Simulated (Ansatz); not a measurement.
The reference is Ti3Al (space group P6_3/mmc, No. 194).

```xyz
8
Lattice="5.7474 0.0000 0.0000 -2.8737 4.9774 0.0000 0.0000 0.0000 4.6319" Properties=species:S:1:pos:R:3 pbc="T T T"
Ti     2.8737     3.2833     1.1580
Ti    -1.4065     4.1303     3.4739
Ti     1.4671     0.8471     1.1580
Ti     0.0000     1.6941     3.4739
Ti     4.2802     0.8471     1.1580
Ti     1.4065     4.1303     3.4739
Al     0.0000     3.3182     1.1580
Al     2.8737     1.6591     3.4739
```

Cartesian axes are those of the cell as printed.

Method: r2SCAN (Ansatz, a first-principles code, PAW, no spin-orbit coupling), earlier PAW set.

Before the change:

| Quantity | Result |
|---|---|
| Shortest interatomic distance | 2.813 Å |

Now apply this change: uniaxial strain ε_zz = −1.46 %, all other strain components held at zero, atoms relaxed at fixed cell.

What does the calculation give for the shortest interatomic distance after the change?

The shortest interatomic distance drops by 0.012 Å to 2.801 Å.

What happens to the energy relative to the base?

The energy goes up by 2.8 meV/atom.

Stability against distortions was not tested. The final runs are not spin-polarised.
